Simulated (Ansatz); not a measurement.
MgO (P6₃mc, No. 186, 4 atoms in the cell; start mp-549706; a measured phase of this formula has another space group) was calculated with r²SCAN (Ansatz, an electronic-structure program, PAW).

Settings: plane-wave cutoff 560 eV, 12×12×8 k mesh (along the axes of the cell as run), Fermi–Dirac smearing 0.01 eV, scalar-relativistic PAW data made under PBE.

Cell (relaxed at this level):

```xyz
4
Lattice="3.2888 0.0000 0.0000 -1.6444 2.8482 0.0000 0.0000 0.0000 5.0319" Properties=species:S:1:pos:R:3 pbc="T T T"
Mg     0.0000     1.8988     0.0243
Mg     1.6444     0.9494     2.5403
O      0.0000     1.8988     2.0116
O      1.6444     0.9494     4.5275
```

Question: Estimate the band gap and bulk modulus that the calculation returns.

Answer: 
band gap: 4.22 eV (on the SCF k mesh)
bulk modulus: 112 GPa

Note: the relaxation could not lower the start's symmetry, so the cell can be a saddle point above a distorted one; the bulk modulus is −V dP/dV from two relaxed cells at ±2 % in volume.

Computed values are for the static lattice.

Computing time: roughly 60 core-seconds.

A start named mp-… is a Materials Project structure, which need not be a measured phase.
